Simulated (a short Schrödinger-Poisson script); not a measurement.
Stack: gated In0.52Al0.48As/In0.53Ga0.47As δ-doped gas in a quantum well, at 20 K.

| layer | material | thickness (nm) | Na (cm⁻³) |
|---|---|---|---|
| 1 | In0.52Al0.48As | 30 | - |
| 2 | In0.52Al0.48As | 5 | - |
| 3 | In0.53Ga0.47As | 8 | - |
| 4 | In0.52Al0.48As | 4000 | 9e15 |

Constants are typed, rounded textbook-type inputs, not results; the design itself was drawn at random and stands for no fabricated device. In0.52Al0.48As: permittivity 12.5, conduction-band edge (eV) 0.52, gap (eV) 1.45, electron mass (mₑ) 0.075, Nv at 300 K (cm⁻³) 1.1e19. In0.53Ga0.47As: permittivity 13.9, conduction-band edge (eV) 0, gap (eV) 0.74, Nv at 300 K (cm⁻³) 7.7e18.

Channel valleys (confinement mass, in-plane density-of-states mass, number): Γ 0.041, 0.041, 1. At the gate the conduction-band edge of layer 1 lies 0.65 eV − eVg above the Fermi level of the channel; the field vanishes at the back. Sheet of ionised δ-doping: +3.2e12 e/cm² at 30 nm from the gate. The barrier under the gate holds no holes. Gaps are held at their typed values at every temperature. Mesh 0.08 nm at interfaces.

From a short Schrödinger-Poisson script (our own, NumPy): 1D Poisson equation in equilibrium, electrons quantum, Hartree (BenDaniel-Duke, 40 states a valley, the channel's in-plane mass for all, wave functions free to enter the barrier), parabolic valleys, classical holes, full ionisation, no traps, pinning or gate leakage.

The same stack at other levels of the model or other numerical settings:

| run | sheet density of all electrons at Vg = 0.4 V (cm⁻²) | sheet density of all electrons at Vg = -0.6 V (cm⁻²) | capacitance at Vg = 0.4 V (μF/cm²) | centroid of the channel electrons at Vg = 0.4 V (nm) | rough cost against the base |
|---|---|---|---|---|---|
| base | 2.34e12 | 6.60e11 | 0.273 | 3.37 | about 1 |
| electrons treated as classical, Boltzmann | 2.90e12 | 9.33e11 | 0.315 | 0.20 | 0.02 |
| electrons treated as classical, Fermi-Dirac | 2.38e12 | 7.14e11 | 0.273 | 3.28 | 0.1 |
| electrons treated as quantum, Hartree plus LDA exchange-correlation | 2.37e12 | 6.81e11 | 0.274 | 3.35 | 2 |
| mesh six times as coarse | 2.34e12 | 6.58e11 | 0.273 | 3.34 | 0.3 |
| one subband a valley | 2.34e12 | 6.60e11 | 0.273 | 3.37 | 0.2 |

The classical rows ignore confinement, and Boltzmann statistics overrate the density once the band edge passes the Fermi level.
